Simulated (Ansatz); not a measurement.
**MgS: pressure series**

Take MgS in the rock salt structure (space group Fm-3m, No. 225; a = 5.2297 Å) as the base.

Cell and atoms are relaxed at each pressure.

Level of theory: plane-wave PAW DFT at the PBE level (Ansatz, an electronic-structure program, 420 eV), no spin-orbit coupling.

```
P (GPa)  V (Å³/atom)
-------  -----------
-2.00         18.399
-1.00         18.129
0.30          17.808
0.70          17.714
1.50          17.534
3.00          17.219
5.01          16.840
7.51          16.417
10.01         16.041
```

**Question.** Fit a third-order Birch–Murnaghan equation of state.

**Answer.** Least squares on P(V) = (3B₀/2)[(V₀/V)^(7/3) − (V₀/V)^(5/3)]·[1 + (3/4)(B₀′ − 4)((V₀/V)^(2/3) − 1)] gives V₀ = 17.88 Å³/atom, B₀ = 74 GPa and B₀′ = 4.1.

Measured bulk modulus of MgS: 81 GPa (static lattice; corrected from measurement; as listed in Tamar Goldzak et al., The Journal of Chemical Physics (2022)); the computed value is 9 % below it.

Between the base and pressure 7.5 GPa the gap moves from 2.76 eV to 2.94 eV, a mean slope of 24 meV/GPa.

Load acts through the strain it causes; cell and atoms are relaxed under it. Stability against distortions was not tested. Competing high-pressure phases were not computed. The base started in P3_121 and relaxed to Fm-3m at this level.
